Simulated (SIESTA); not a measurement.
**Worked example: self-consistent single point of TlRh3 (P6_3/mmc, 8 atoms in the cell) in SIESTA**

Method: GGA PBEsol, numerical atomic orbitals TZP, PseudoDojo PBEsol standard norm-conserving potentials (rewritten from UPF to PSML) (SIESTA).

The input file:

```
# files in the folder: Tl.psml Rh.psml (PseudoDojo PBEsol standard)
SystemName  TlRh3
SystemLabel siesta

NumberOfAtoms                8
NumberOfSpecies              2
%block ChemicalSpeciesLabel
  1 81 Tl
  2 45 Rh
%endblock ChemicalSpeciesLabel
LatticeConstant              5.711970 Ang
%block LatticeVectors
     1.000000000    0.000000000    0.000000000
    -0.500000000    0.866025382    0.000000000
     0.000000000    0.000000000    0.800300072
%endblock LatticeVectors
AtomicCoordinatesFormat      Ang
%block AtomicCoordinatesAndAtomicSpecies
     2.855987856    1.648902018    1.142822500  1
    -0.000002856    3.297808982    3.428467500  1
     1.374899739    0.793798714    3.428467500  2
     1.481085261    4.152912286    1.142822500  2
    -0.000000000    1.587597428    1.142822500  2
     2.855985000    3.359113572    3.428467500  2
     4.337070261    0.793798714    3.428467500  2
    -1.481085261    4.152912286    1.142822500  2
%endblock AtomicCoordinatesAndAtomicSpecies

XC.functional                GGA
XC.authors                   PBEsol
PAO.BasisSize                TZP
PAO.EnergyShift              0.01 Ry
MeshCutoff                   300 Ry
%block kgrid.MonkhorstPack
    5   0   0  0.0
    0   5   0  0.0
    0   0   5  0.0
%endblock kgrid.MonkhorstPack
OccupationFunction           FD
ElectronicTemperature        100.0 meV

MaxSCFIterations             150
SCF.Mixer.Method             Pulay
SCF.Mixer.Weight             0.25
SCF.Mixer.History            6
SCF.DM.Tolerance             1.0E-04
Diag.ParallelOverK           true
WriteForces                  true
```

Output (repeated stretches shortened):

```
reinit: Reading from file input.fdf

reinit: System Name: TlRh3
reinit: System Label: siesta

coor:   Atomic-coordinates input format  =     Cartesian coordinates
coor:                                          (in Angstroms)

siesta: Atomic coordinates (Bohr) and species
siesta:      5.39703   3.11597   2.15962  1        1
siesta:     -0.00001   6.23196   6.47886  1        2
siesta:      2.59818   1.50006   6.47886  2        3
siesta:      2.79885   7.84787   2.15962  2        4
siesta:     -0.00000   3.00012   2.15962  2        5
siesta:      5.39703   6.34780   6.47886  2        6
siesta:      8.19587   1.50006   6.47886  2        7
siesta:     -2.79885   7.84787   2.15962  2        8

siesta: System type = bulk

initatomlists: Number of atoms, orbitals, and projectors:      8   194   144

siesta: ******************** Simulation parameters ****************************
redata: Spin configuration                          = none
redata: Time-Reversal Symmetry                      = T
redata: Number of Atomic Species                    =        2
redata: Mesh Cutoff                                 =   300.0000 Ry
redata: Net charge of the system                    =     0.0000 |e|
redata: Min. number of SCF Iter                     =        0
redata: Max. number of SCF Iter                     =      150
redata: SCF convergence failure will abort job
redata: SCF mix quantity                            = Hamiltonian
redata: Mix DM or H after convergence               =   F
redata: Recompute H after scf cycle                 =   F
redata: Mix DM in first SCF step                    =   T
redata: No kicks to SCF
redata: DM Mixing Weight for Kicks                  =     0.5000
redata: Require Harris convergence for SCF          =   F
redata: Harris energy tolerance for SCF             =     0.000100 eV
redata: Require DM convergence for SCF              =   T
redata: DM tolerance for SCF                        =     0.000100
redata: Require EDM convergence for SCF             =   F
redata: EDM tolerance for SCF                       =     0.001000 eV
redata: Require H convergence for SCF               =   T
redata: Hamiltonian tolerance for SCF               =     0.001000 eV
redata: Require (free) Energy convergence for SCF   =   F
redata: (free) Energy tolerance for SCF             =     0.000100 eV
redata: Using DFT-D3 dispersion                     =   F
redata: Using Saved Data (generic)                  =   F
redata: Method of Calculation                       = Diagonalization
redata: Electronic Temperature                      =  1160.4518 K
redata: Number of TDED substeps                     =        3
redata: Dynamics option                             = Single-point calculation
redata: Save all siesta data in one NC              =   F
redata: ***********************************************************************

%block SCF.Mixers
  Pulay
%endblock SCF.Mixers

%block SCF.Mixer.Pulay
  # Mixing method
  method pulay
  variant stable

  # Mixing options
  weight 0.2500
  weight.linear 0.2500
  history 6
%endblock SCF.Mixer.Pulay

DM_history_depth set to one: no extrapolation allowed by default for geometry relaxation
Size of DM history Fstack: 1
Total number of electrons:   128.000000
Total ionic charge:   128.000000

* ProcessorY, Blocksize:    1  64

* Orbital distribution balance (max,min):   194   194

 Kpoints in:           75 . Kpoints trimmed:           63

siesta: k-grid: Number of k-points = 63
siesta: k-points from Monkhorst-Pack grid
siesta: k-cutoff (effective) =    11.428 Ang
siesta: k-point supercell and displacements
siesta: k-grid:     5     0     0      0.000
siesta: k-grid:     0     5     0      0.000
siesta: k-grid:     0     0     5      0.000

diag: Algorithm                                     = D&C
diag: Parallel over k                               =   F
diag: Use parallel 2D distribution                  =   F
diag: Parallel block-size                           = 64
diag: Parallel distribution                         =     1 x     1
diag: Used triangular part                          = Lower
diag: Absolute tolerance                            =  0.100E-15
diag: Orthogonalization factor                      =  0.100E-05
diag: Memory factor                                 =  1.0000

superc: Internal auxiliary supercell:     5 x     5 x     5  =     125
superc: Number of atoms, orbitals, and projectors:   1000  24250  18000

                        Single-point calculation

superc: Internal auxiliary supercell:     5 x     5 x     5  =     125
superc: Number of atoms, orbitals, and projectors:   1000  24250  18000

outcell: Unit cell vectors (Ang):
        5.711970    0.000000    0.000000
       -2.855985    4.946711    0.000000
        0.000000    0.000000    4.571290

outcell: Cell vector modules (Ang)   :    5.711970    5.711970    4.571290
outcell: Cell angles (23,13,12) (deg):     90.0000     90.0000    120.0000
outcell: Cell volume (Ang**3)        :    129.1639
new_DM -- step:     1
Initializing Density Matrix...

Attempting to read DM from file... Failed...
DM filled with atomic data:

InitMesh: MESH = 54 x 54 x 48 = 139968
InitMesh: Mesh cutoff (required, used) =   300.000   304.724 Ry

stepf: Fermi-Dirac step function

        iscf     Eharris(eV)        E_KS(eV)     FreeEng(eV)     dDmax    Ef(eV) dHmax(eV)
   scf:    1   -22339.797404   -22408.148368   -22408.483597  1.548097 -1.603838 11.810626
   scf:    2   -22441.641405   -22430.251051   -22430.524590  0.451814 -3.220545  3.306544
   scf:    3   -22433.277495   -22432.027170   -22432.311377  0.111219 -3.610852  1.898057
   scf:    4   -22432.483701   -22432.311973   -22432.602794  0.064457 -3.745235  0.386504
   scf:    5   -22432.322883   -22432.320878   -22432.614638  0.018996 -3.773597  0.079431
   scf:    6   -22432.321126   -22432.321269   -22432.615208  0.000691 -3.773813  0.026302
   scf:    7   -22432.318420   -22432.319969   -22432.615250  0.004275 -3.774423  0.039527
   scf:    8   -22432.319280   -22432.319659   -22432.615396  0.001717 -3.779734  0.003193
   scf:    9   -22432.319616   -22432.319641   -22432.615393  0.000123 -3.779786  0.006582
   scf:   10   -22432.319639   -22432.319642   -22432.615397  0.000081 -3.779814  0.000531

SCF Convergence by DM+H criterion
max |DM_out - DM_in|         :     0.0000806930
max |H_out - H_in|      (eV) :     0.0005311919
SCF cycle converged after 10 iterations

Using DM_out to compute the final energy and forces

siesta: E_KS(eV) =           -22432.3196

siesta: E_KS - E_eggbox =    -22432.3196

siesta: Atomic forces (eV/Ang):
     1   -0.000010    0.000010    0.000000
     2    0.000011   -0.000001    0.000000
     3   -0.155486   -0.089674   -0.000000
     4    0.155526    0.089648   -0.000000
     5    0.000105   -0.179482    0.000000
     6   -0.000105    0.179524    0.000000
     7    0.155354   -0.089719   -0.000000
     8   -0.155394    0.089692   -0.000000
   Tot    0.000000   -0.000000   -0.000000
   Max    0.179524
   Res    0.089736    sqrt( Sum f_i^2 / 3N )
   Max    0.179524    constrained

Stress tensor Voigt[x,y,z,yz,xz,xy] (kbar):      113.96      114.12      103.82       -0.00        0.00        0.14
(Free)E + p*V (eV/cell)   -22441.5346
Target enthalpy (eV/cell)   -22432.6154

siesta: Program's energy decomposition (eV):
siesta: Ebs     =     -3460.454503
siesta: Eions   =     32051.093350
siesta: Ena     =      4864.634304
siesta: Ekin    =      8040.250374
siesta: Enl     =       553.711862
siesta: Eso     =         0.000000
siesta: Edftu   =         0.000000
siesta: DEna    =       258.452385
siesta: DUscf   =         7.445033
siesta: DUext   =         0.000000
siesta: Ex      =     -3832.591863
siesta: Ec      =      -273.128386
siesta: Exc     =     -4105.720249
siesta: Eharris =    -22432.319639
siesta: Etot    =    -22432.319642
siesta: FreeEng =    -22432.615397

siesta: Atomic forces (eV/Ang):
siesta:      1   -0.000010    0.000010    0.000000
siesta:      2    0.000011   -0.000001    0.000000
siesta:      3   -0.155486   -0.089674   -0.000000
siesta:      4    0.155526    0.089648   -0.000000
siesta:      5    0.000105   -0.179482    0.000000
siesta:      6   -0.000105    0.179524    0.000000
siesta:      7    0.155354   -0.089719   -0.000000
siesta:      8   -0.155394    0.089692   -0.000000
siesta: ----------------------------------------
siesta:    Tot    0.000000   -0.000000   -0.000000

siesta: Stress tensor (static) (eV/Ang**3):
siesta:     0.071131    0.000085    0.000000
siesta:     0.000085    0.071229    0.000000
siesta:     0.000000   -0.000000    0.064800

siesta: Cell volume =        129.163924 Ang**3

siesta: Pressure (static):
siesta:                Solid            Molecule  Units
siesta:          -0.00075208         -0.00080382  Ry/Bohr**3
siesta:          -0.06905304         -0.07380325  eV/Ang**3
siesta:        -110.63516174       -118.24583895  kBar
```

The run converged in 10 iterations.

The starting cell comes from a database of computed structures (which also holds hypothetical and non-ambient phases and stackings), without a prior relaxation at this level. Spin polarisation is off. Values carry the incompleteness of an atom-centred basis. With a pressure of about -11 GPa the cell is away from its equilibrium volume at this level.

Cost on one core of a shared machine: roughly 70 s.
